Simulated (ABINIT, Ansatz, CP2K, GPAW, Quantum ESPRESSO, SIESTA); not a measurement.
# One structure in several programs: Sc (P6_3/mmc, 4 atoms in the cell)

Self-consistent single point.

```yaml
crystal:
  lattice:
    - [3.22198, 0.00000, 0.00000]
    - [-1.61099, 2.79031, 0.00000]
    - [0.00000, 0.00000, 10.36672]
  atoms:
    - { symbol: Sc, position: [0.00000, 0.00000, 0.00000] }
    - { symbol: Sc, position: [0.00000, 0.00000, 0.50000] }
    - { symbol: Sc, position: [0.33333, 0.66667, 0.25000] }
    - { symbol: Sc, position: [0.66667, 0.33333, 0.75000] }
```

All programs got the same cell, k-point mesh and kind of occupations (in Ansatz's words: kpoints.mp_grid.grid = 8 8 3; scf.occupations.method = fermi_dirac; scf.occupations.width = 0.0073 Ry); potentials, basis and cutoffs are each program's usual ones.

| code | model | pressure (GPa) | k-points | cutoff |
|---|---|---|---|---|
| SIESTA | GGA PBE, numerical atomic orbitals DZP, PseudoDojo PBE standard norm-conserving potentials (rewritten from UPF to PSML) | 1.78 | 110 | grid 300 Ry |
| Ansatz | PBE, PAW files | 3.38 | 20 | 30.9 Ry |
| CP2K | PBE, GPW, DZVP-MOLOPT-SR-GTH basis, GTH-PBE potentials (GTH_POTENTIALS) | 3.63 | 98 | grid 600 Ry |
| ABINIT | PBE, norm-conserving pseudopotentials (PseudoDojo nc-sr-05 PBE standard) | 3.37 | 20 | 39 Ha |
| GPAW | PBE, GPAW PAW datasets PBE (gpaw-data 1.0.1) | 3.34 | 20 | 850 eV |
| Quantum ESPRESSO | PBE, SSSP 1.1.2 efficiency (PBE) pseudopotentials | 3.47 | 20 | 60 Ry |

The spread over the programs that give each value: pressure within 1.85 GPa.

The starting cell was generated: these elements placed on a structure prototype, without a prior relaxation; it need not be a known phase or ordering of this composition. Its lattice was rescaled by a random factor within 2.5 % of one. On Ansatz's run: In the base run, with a pressure of about 3 GPa the cell is away from its equilibrium volume at this level.

Task: Why do the programs differ, and what cannot be compared?

Result: Differences of this kind can come from the potentials, where these differ, and from what each basis and cutoff leave unconverged. The zero of total energies and Fermi levels follows the potentials and each program's conventions, so they are not compared here. SIESTA and CP2K use small atom-centred bases, whose incompleteness enters pressures, forces and empty levels differently from a plane-wave cutoff. Ansatz's pressure is given at a fixed set of plane waves, as the other plane-wave codes print theirs. Ansatz's smearing width was typed in Ry to four decimals, so it matches the others to a few per cent. The programs reduce the same mesh by symmetry to different extents, which changes the work and not the result. In the pressure, SIESTA (by 1.59) lies more than 1 GPa from the median of the plane-wave programs.

Left out of this page: Elk and FLEUR (not drawn, or without a comparable value).

Ansatz is a first-principles code.

Keys are those of Ansatz 0.2.
